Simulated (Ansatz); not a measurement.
Levels about the gap of amorphous Si24O49K2 (75 atoms in a cell of 1177 Å³, 2.17 g/cm³; zone centre alone, so wide bands show as single levels with stretches between that a denser mesh fills), at the geometry that PBE relaxed, where it gives 0.0 GPa on a denser mesh. The participation number counts the atoms over which a state spreads; weights are charges in smoothed Voronoi cells. The levels come from a single point, so bond lengths are those of that geometry. Method of the levels: PBE, scalar-relativistic without spin-orbit coupling (Ansatz, a program for electronic structure). Sampling: the zone centre alone; Fermi-Dirac width 0.02 eV; no spin polarisation. At PBE the levels at the filled edge of the gap are localised (band-tail or defect states), and the nearest spread-out levels lie 5.3 eV apart at the zone centre.

The cell was made by melting and quenching with the CHGNet potential and then relaxed with DFT. O atoms were pushed apart under 1.9 Å during the dynamics, to hinder bonds among them. The hot cell started wider than the set density and was brought back towards it in steps. It is the lowest in DFT energy of 2 quenches. It is a model cell: composition and starting density were chosen by hand, and all elements were melted together. No dispersion term was used. Its density started from a set value of 2.21 and ended at 2.17 g/cm³. The simulated quench (nominally 480 K/ps over its main leg) is rapid and tends to freeze in more defects than a deposited or slowly cooled glass has. A cell of this size samples the disorder only roughly. The volume was free in the relaxation, at fixed shape. Stress components on the final sampling reach 2.8 GPa.

```tsv
E - E(highest filled), eV	filling	participation number	largest on	weight O	weight Si	weight K
-1.55	filled	14.4	O, 2 neighbours	0.94	0.05	0.00
-1.38	filled	6.6	O, 2 neighbours	0.96	0.04	0.00
-1.33	filled	7.4	O, 2 neighbours	0.95	0.05	0.00
-0.37	filled	1.7	O, 3 neighbours	0.91	0.06	0.03
-0.31	filled	1.7	O, 3 neighbours	0.91	0.06	0.03
-0.20	filled	2.5	O, 3 neighbours	0.92	0.05	0.03
0.00	filled	2.4	O, 3 neighbours	0.94	0.05	0.01
3.65	empty	65.4	O, 2 neighbours	0.68	0.27	0.05
4.96	empty	29.0	Si, 4 neighbours	0.56	0.43	0.01
5.14	empty	37.4	Si, 4 neighbours	0.61	0.36	0.03
5.35	empty	39.3	O, 2 neighbours	0.65	0.27	0.08
5.46	empty	38.6	Si, 4 neighbours	0.66	0.29	0.04
5.61	empty	36.9	K, 4 neighbours	0.66	0.24	0.11
5.83	empty	40.9	K, 3 neighbours	0.70	0.22	0.07
```

Most localised among these is the filled level at -0.37 eV, on a O atom, which has 3 neighbours (Si 1.56 Å, K 2.52 Å, K 2.66 Å).
